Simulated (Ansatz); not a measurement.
System: CoGe2 (model structure, started from the AlB2 type, P6/mmm, No. 191, 3 atoms in the cell). Method: PBEsol (plane waves, PAW; Ansatz, a program for electronic structure).

Numerical settings: plane-wave cutoff 520 eV, 18×18×12 k mesh (along the axes of the cell as run), Fermi–Dirac smearing 0.05 eV, spin-polarised with parallel moments, scalar-relativistic PAW data made under PBE.

Cell (relaxed at this level):

```
CELL_PARAMETERS angstrom
      4.47865     0.00000     0.00000
     -2.23932     3.87862     0.00000
      0.00000     0.00000     2.55531
ATOMIC_POSITIONS crystal
  Co 0.00000 0.00000 0.00000
  Ge 0.33333 0.66667 0.50000
  Ge 0.66667 0.33333 0.50000
```
Starting moments (μB, in the order of the record's atoms Co Ge Ge): 3.0 0.0 0.0.

Question: Give the computed bulk modulus B0.

Answer: 
- bulk modulus B0: 105 GPa

The run finds no gap.

Note: the magnetic order was assumed, not searched for or taken from measurement; the bulk modulus is −V dP/dV from two relaxed cells at ±2 % in volume; the relaxation could raise the start's symmetry but not lower it, so the cell can be a saddle point.

Computed values are for the static lattice.

Cost on a shared machine: around 40 core-minutes (rough).

A model structure was made by putting elements into a prototype or built by hand; it is no filed structure, need not be a known phase, and can be a saddle point held by its symmetry.
